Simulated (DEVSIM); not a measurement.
System: abrupt InP n-p junction, at 250 K.

```
layer (left to right)  material  thickness (μm)  Nd (cm⁻³)  Na (cm⁻³)   τn (s)   τp (s)
---------------------  --------  --------------  ---------  ---------  -------  -------
1                           InP            68.0       1e16          -  4.3e-10  4.3e-10
2                           InP            2.60          -       2e17  4.3e-10  4.3e-10
```

Left contact: ohmic. Right contact: ohmic. Voltage is applied to the left contact. Recombination: SRH at mid-gap, radiative, Auger. Mobility is constant in doping.

Constants are typed, rounded textbook-type inputs, not results; the design itself was drawn at random and stands for no fabricated device. Values at 300 K; Nc and Nv go as T^1.5, mobilities as T to minus their exponent, the gap by Varshni's rule with the affinity fixed.

| parameter | InP |
|---|---|
| gap (eV) | 1.344 |
| affinity (eV) | 4.38 |
| permittivity | 12.5 |
| Nc (cm⁻³) | 5.7e17 |
| Nv (cm⁻³) | 1.1e19 |
| μn (cm²/Vs) | 5200 |
| μp (cm²/Vs) | 170 |
| T exponent of μn | 2 |
| T exponent of μp | 2 |
| B (cm³/s) | 1.2e-10 |
| Cn (cm⁶/s) | 9e-31 |
| Cp (cm⁶/s) | 9e-31 |
| Varshni α (eV/K) | 0.000363 |
| Varshni β (K) | 162 |

DEVSIM, 1D drift-diffusion, Boltzmann statistics, complete ionisation; no tunnelling, impact ionisation, image-force lowering or self-heating.

The thickness of layer 1 was swept, all else fixed.

```json
[
 {"thickness of layer 1 (μm)": "14", "dark forward voltage at 100 A/cm² (V)": "1.133"},
 {"thickness of layer 1 (μm)": "24", "dark forward voltage at 100 A/cm² (V)": "(withheld)"},
 {"thickness of layer 1 (μm)": "41", "dark forward voltage at 100 A/cm² (V)": "1.154"},
 {"thickness of layer 1 (μm)": "68", "dark forward voltage at 100 A/cm² (V)": "1.179"},
 {"thickness of layer 1 (μm)": "120", "dark forward voltage at 100 A/cm² (V)": "1.221"},
 {"thickness of layer 1 (μm)": "200", "dark forward voltage at 100 A/cm² (V)": "1.287"},
 {"thickness of layer 1 (μm)": "340", "dark forward voltage at 100 A/cm² (V)": "1.403"}
]
```

What belongs in the gaps?


- 24, dark forward voltage at 100 A/cm² (V): 1.141
